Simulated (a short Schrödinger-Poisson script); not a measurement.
From a short Schrödinger-Poisson script (our own, NumPy): one-band effective-mass equation with BenDaniel-Duke matching, electrons, heavy and light holes apart, hard walls at the outer ends, one valence edge for both holes (no strain splitting), no charge, excitons, band mixing or non-parabolicity; under a field the levels are quasi-bound states of a box, listed while three quarters of their weight lies within 4 nm of the wells.

Stack: coupled double In0.25Ga0.75As/GaAs quantum well.

From the first side: 20 nm GaAs; 20 nm In0.25Ga0.75As; 3 nm GaAs; 12 nm In0.25Ga0.75As; 20 nm GaAs.

Constants are typed, rounded textbook-type inputs, not results; the design itself was drawn at random and stands for no fabricated device. In0.25Ga0.75As: direct gap (eV) 1.174, conduction-band edge (eV) 0, electron mass (mₑ) 0.057, heavy-hole mass 0.37, light-hole mass 0.08. GaAs: direct gap (eV) 1.424, conduction-band edge (eV) 0.163, electron mass (mₑ) 0.067, heavy-hole mass 0.377, light-hole mass 0.09.

The valence-band edge of each layer lies one gap below its conduction-band edge. The electron's potential energy rises along the stack by the applied field. Mesh 0.03 nm at interfaces.

Question: Give the hh1 − lh1 (meV); the e1 above the well's band edge (meV); the squared e1-hh1 overlap at zero applied field.

Answer: hh1 − lh1 (meV): 5.2; e1 above the well's band edge (meV): 10.9; squared e1-hh1 overlap at zero applied field: 0.98. Excitons are left out, and strain enters only through the typed gaps and offsets, so measured lines lie elsewhere.
